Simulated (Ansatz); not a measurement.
The cell is built on a prototype and need not be the phase stable at ambient conditions.

By PBEsol, the system below comes out a metal.

The ballistic (Sharvin) conductance counts the channels at the Fermi level: G/A = (e²/h) × channels of both spins per area.

Input:

```
PtSn2
1.0
    5.82123     0.00000     0.00000
    0.00000     5.82123     0.00000
    2.91061    -2.91061     4.11623
Sn Pt
4 2
Direct
  0.87500   0.37500   0.25000
  0.37500   0.87500   0.75000
  0.87500   0.87500   0.75000
  0.87500   0.87500   0.25000
  0.25000   0.25000   0.50000
  0.50000   0.50000   0.00000
```

Space group of this cell: Fd-3m, cubic Laves (MgCu2 type). The cell was relaxed by PBE-D3(BJ); by PBEsol its mean pressure is -0.8 GPa.

The current flows along the normal of the first two printed cell vectors. No spin-orbit coupling; the value is a mean over 0.1 eV about the Fermi level.

Task: Estimate the ballistic conductance per area that Ansatz (a quantum-chemistry and plane-wave program) with PBEsol returns for this system.

Result: 0.55 × 10¹⁵ S/m² for both spins.
